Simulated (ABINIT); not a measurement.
Band structure of GaSb (F-43m, 2 atoms in the cell).

```
GaSb
1.0
    0.00000     3.14195     3.14195
    3.14195     0.00000     3.14195
    3.14195     3.14195     0.00000
Ga Sb
1 1
Direct
  0.00000   0.00000   0.00000
  0.75000   0.75000   0.75000
```

Level of theory: PBE, PAW (JTH v2.0 PBE PAW) (plane waves; ABINIT).

Settings: pseudos = [Ga.GGA_PBE-JTH.xml, Sb.GGA_PBE-JTH.xml]; ecut = 40 Ry; pawecutdg = 80 Ry; pawxcdev = 0; ixc = 11; occopt = 7; tsmear = 0.00367493 Ha; ngkpt = 9 9 9; nshiftk = 1; shiftk = 0 0 0; potentials = JTH v2.0 PBE PAW; kptopt = 1; nstep = 100.

The starting cell comes from a database of computed structures (which also holds hypothetical and non-ambient phases and stackings), without a prior relaxation at this level. Its lattice was rescaled by a random factor within 2.5 % of one. Spin-orbit coupling is off. The run gives no clean gap (levels at the Fermi energy touch, overlap or are partly filled at this smearing), which alone does not show that the compound is a metal.

Levels in eV from the Fermi level, bands 11 to 18:
| point | 11 | 12 | 13 | 14 | 15 | 16 | 17 | 18 |
|---|---|---|---|---|---|---|---|---|
| Γ | -10.98 | -0.55 | -0.03 | -0.03 | -0.03 | 2.77 | 2.77 | 2.77 |
| X | -8.85 | -6.48 | -2.34 | -2.34 | 0.95 | 1.37 | 8.16 | 8.16 |
| W | -8.81 | -6.37 | -3.02 | -2.81 | 3.35 | 4.19 | 4.27 | 4.75 |
| K | -8.90 | -6.33 | -3.25 | -1.99 | 1.43 | 3.73 | 6.24 | 6.50 |
| L | -9.56 | -6.02 | -1.06 | -1.06 | 0.22 | 3.72 | 3.72 | 6.48 |
| U | -8.90 | -6.33 | -3.25 | -1.99 | 1.43 | 3.73 | 6.24 | 6.50 |

Bands cross the Fermi level along this path, so the cell is metallic at this level.
